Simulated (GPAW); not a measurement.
**Short convergence ladders for Te (C2, 3 atoms in the cell)**

```yaml
crystal:
  lattice:
    - [2.21885, -3.84316, 0.00000]
    - [2.21885, 3.84316, 0.00000]
    - [0.00000, 0.00000, 5.90035]
  atoms:
    - { symbol: Te, position: [0.00000, 0.26300, 0.66667] }
    - { symbol: Te, position: [0.74827, 0.74827, 0.00000] }
    - { symbol: Te, position: [0.26300, 0.00000, 0.33333] }
```

Base method: LDA (Perdew-Wang 92), LCAO dzp, GPAW PAW datasets LDA (gpaw-data 1.0.1) in GPAW.

Base settings: mode = lcao; h = 0.18 Å; basis = dzp; xc = LDA; kpts = 3 3 2; mesh shift (steps) = 0 0 0; occupations.name = fermi-dirac; occupations.width = 0.02 eV; convergence.forces = 0.001 eV/Å; symmetry.symmorphic = false.

Core times come from one kind of shared machine, to one figure; runs under 30 s give none.

**The k-point mesh**

The second cell is the first with its lattice scaled by 0.98.

Only quantities that move along the ladder and can be compared are tabulated.

| kpts | free energy less the last step's (meV/atom) | energy of the compressed cell less the first (meV/atom) | largest difference of a force vector from the last step's (eV/Å) | gap on the mesh (eV) |
|---|---|---|---|---|
| 2 2 1 | 55.11 | 24.39 | 1.550 | 1.629 |
| 3 3 2 | 61.14 | 31.07 | 0.289 | 0.077 |
| 4 4 2 | 9.20 | 27.07 | 0.127 | 0.749 |
| 7 7 5 | 0.49 | 25.80 | 0.003 | 0.733 |
| 8 8 5 | 0.00 | 25.75 | 0.000 | 0.774 |

Coarsest kpts that holds the energy of the compressed cell less the first within 2 meV/atom of the last step, with all finer ones: 4 4 2; the step before is off by 5.3 meV/atom.

Coarsest kpts that holds the free energy within 5 meV/atom of the last step, with all finer ones: 7 7 5; the step before is off by 9.2 meV/atom.

Coarsest kpts that holds the forces within 0.01 eV/Å of the last step, with all finer ones: 7 7 5; the step before is off by 0.13 eV/Å.

The gap on the mesh jumps up and down from mesh to mesh; it is no smooth measure of convergence.

**The width of Fermi-Dirac smearing**

In this ladder: kpts = 5 5 4.

Only quantities that move along the ladder and can be compared are tabulated.

| occupations.width | free energy less the last step's (meV/atom) | largest difference of a force vector from the last step's (eV/Å) |
|---|---|---|
| 1 eV | -845.82 | 0.923 |
| 0.5 eV | -148.87 | 0.344 |
| 0.3 eV | -31.30 | 0.123 |
| 0.1 eV | -0.41 | 0.004 |
| 0.02 eV | 0.00 | 0.000 |
| 0.01 eV | 0.00 | 0.000 |

Widest occupations.width that holds the forces within 0.01 eV/Å of the last step, with all finer ones: 0.1 eV; the step before is off by 0.12 eV/Å.

Widest occupations.width that holds the free energy within 5 meV/atom of the last step, with all finer ones: 0.1 eV; the step before is off by 31 meV/atom.

**The mesh under tetrahedron occupations**

In this ladder: occupations.name = improved-tetrahedron-method; occupations.width = default.

Only quantities that move along the ladder and can be compared are tabulated.

| kpts | free energy less the last step's (meV/atom) | largest difference of a force vector from the last step's (eV/Å) | gap on the mesh (eV) | core time / last (rough) |
|---|---|---|---|---|
| 4 4 3 | 12.41 | 0.009 | 0.935 | 0.1 |
| 6 6 4 | 1.94 | 0.021 | 0.083 | 0.2 |
| 8 8 6 | 0.10 | 0.001 | 0.451 | 0.6 |
| 10 10 7 | 0.00 | 0.000 | 0.556 | 1 |

Coarsest kpts that holds the free energy within 5 meV/atom of the last step, with all finer ones: 6 6 4, at about 0.2 of the last step's time; the step before is off by 12 meV/atom.

Coarsest kpts that holds the forces within 0.005 eV/Å of the last step, with all finer ones: 8 8 6; the step before is off by 0.021 eV/Å.

On the base run: the starting cell has typed, rounded lattice constants, without a prior relaxation at this level. Its lattice was rescaled by up to half a per cent. One atom was moved a little off its site on purpose. Spin-orbit coupling is off. Values carry the incompleteness of an atom-centred basis.
